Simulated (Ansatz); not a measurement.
Structures of equal composition on the (0001) surface of hcp Ti: a layer of Os in place of the second plane; a layer of Os in place of the third plane. The slabs share one bottom face, and each structure is named by its start. These are constructed structures in small cells; real faces may alloy, dewet or reconstruct in larger ones, and not all known structures of the face are among them. Slabs of about 12 Å with all that they carry, Fermi-Dirac smearing of 0.1 eV. Bottom of the slabs: a bare face, its two planes held. Relaxed from the named starts with such symmetry as they have, on meshes of like density; energies extrapolated to zero smearing; no spin-orbit coupling, no U. Spin-polarised runs, if any, are marked in brackets, and their order is one that fits the cell; the others ran without spin.

Method: PBE (plane waves to 420 eV, PAW; Ansatz, a quantum-chemistry and plane-wave program).

Question: Order them by energy per 1x1 cell (lowest first) at the level PBE.

Answer: a layer of Os in place of the third plane (0.000 eV), a layer of Os in place of the second plane (0.069 eV)
